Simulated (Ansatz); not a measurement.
Take ZrN in the rock salt structure (space group Fm-3m, No. 225; a = 4.553 Å) as the base.

It is then changed as follows: full substitution Zr → Y; the structure is relaxed again.

Levels (all Ansatz, an electronic-structure program, PAW, earlier PAW set): PBEsol (420 eV, no SOC); PBEsol+SOC (420 eV, with spin-orbit coupling).

The geometry is relaxed with PBEsol.

* **PBEsol pressure**: 0.00 GPa
* **PBEsol band gap**: 0.07 eV
* **PBEsol smallest direct gap**: 0.45 eV

With PBEsol+SOC at the same geometry, the pressure is nearly the same (0.00 GPa against -0.01 GPa); the hole mass (degenerate bands, along [100]) is 0.22, 1.0 mₑ (at Γ); the band gap falls by 0.018 eV, from 0.07 eV to 0.06 eV; the smallest direct gap shrinks by 0.05 eV, from 0.45 eV to 0.40 eV. The threefold valence maximum splits by Δso ≈ 0.06 eV.

Single points use the geometry relaxed with PBEsol. The spin-orbit shifts are approximate. Masses are band curvatures over ±0.01 Å⁻¹ around the edge. Whether these cells are dynamically stable was not tested. The runs without spin-orbit coupling are not spin-polarised. An odd electron count without spin: ZrN. A zero or small gap of YN can be the functional's error rather than a property of the material.
